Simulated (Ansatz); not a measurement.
TiO2 (Pbca, No. 61) was calculated with PBE (plane waves, PAW; Ansatz, an electronic-structure program).

Numerical settings: plane-wave cutoff 520 eV, 8×4×6 k mesh (along the axes of the cell as run), perturbation theory, no spin polarisation, scalar-relativistic PAW data made under PBE.

Cell (relaxed at this level):

Space group Pbca (No. 61); a = 5.1698 Å, b = 9.2589 Å, c = 5.5043 Å, α = β = γ = 90.00°

| atom | site | symmetry | x | y | z |
|---|---|---|---|---|---|
| Ti | 8c | 1 | 0.1378 | 0.3710 | 0.4083 |
| O | 8c | 1 | 0.3170 | 0.4898 | 0.1483 |
| O | 8c | 1 | 0.4640 | 0.2702 | 0.3917 |

Problem. Predict the electronic dielectric constant ε∞ (mean over three axes) and static dielectric constant (mean over three axes).

Solution. 
electronic dielectric constant ε∞ (mean over three axes): 6.99
static dielectric constant (mean over three axes): 80.7

Note: the relaxation could not lower the start's symmetry, so the cell can be a saddle point above a distorted one.

Computing time: very roughly 3 core-hours.
